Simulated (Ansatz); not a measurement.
The structure below was relaxed with plane-wave PAW DFT at the r2SCAN level (Ansatz, a quantum-chemistry and plane-wave program, 500 eV), spin-orbit coupling left out.

```
Al2O3
1.0
    2.37946     1.37378     4.33169
   -2.37946     1.37378     4.33169
    0.00000    -2.74756     4.33169
Al O
4 6
Cartesian
  0.00000   0.00000   4.57313
  0.00000   0.00000   1.92441
  0.00000   0.00000   8.42195
  0.00000   0.00000  11.07068
 -0.92149   1.37378   7.58046
 -0.72898  -1.48493   7.58046
  1.65047   0.11115   7.58046
  0.92149  -1.37378   5.41462
  0.72898   1.48493   5.41462
 -1.65047  -0.11115   5.41462
```

### Question
Find the space group and the Wyckoff positions.

### Answer
Space group R-3c, hexagonal axes (No. 167); a = b = 4.7589 Å, c = 12.9951 Å, α = β = 90.00°, γ = 120.00°

```tsv
atom	site	symmetry	x	y	z
Al	12c	3.	0.0000	0.0000	0.1481
O	18e	.2	0.3064	0.3064	0.2500
```

### Question
Describe the coordination.

### Answer
The crystal has 30 atoms in its conventional cell. Conventional cell: a = b = 4.759 Å, c = 12.995 Å, α = β = 90.00°, γ = 120.00°. Al sees 3 O at 1.856 Å and 3 O at 1.970 Å (octahedral). O sees 2 Al at 1.856 Å and 2 Al at 1.970 Å. (Neighbours: up to the widest gap in distance over summed covalent radii, below 1.35, at either atom; cation-cation and far metal-metal contacts left out.)

Whether these cells are dynamically stable was not tested. The cell was made from Ga2O3 by this change: Ga → Al.
